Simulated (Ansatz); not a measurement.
## What uniaxial strain ε_xx = +2.50 % does to Lu

Start from Lu in the hcp (Mg type) structure (space group P6_3/mmc, No. 194; a = 3.443 Å, c = 5.367 Å; relaxed with 0.1 eV smearing). Axes: x lies along a and z along c of the hexagonal cell.

One thing is altered: the cell is stretched by 2.50 % along x with no lateral relaxation, atoms relaxed at fixed cell.

Computed with Ansatz (a first-principles code), PBEsol, PAW, cutoff 420 eV, no spin-orbit coupling. k-mesh 19×19×11 (Γ-centred); smearing 0.1 eV (Fermi–Dirac).

The volume per atom rises by 0.69 Å³ to 28.24 Å³ and the space group becomes Cmcm (No. 63) (base: P6_3/mmc (No. 194)). The shortest interatomic distance grows by 0.0136 Å (3.340 Å → 3.353 Å) and the energy grows by 5.0 meV/atom. The pressure (mean of the normal stresses, compression positive) goes from zero to -1.2 GPa and the band gap stays zero. The largest internal atomic displacement is 0.011 Å and the stress (xx, yy, zz, yz, xz, xy; compression positive) is (-2.3, -0.7, -0.5, 0.0, 0.0, 0.0) GPa.

No phonon test of stability was made.
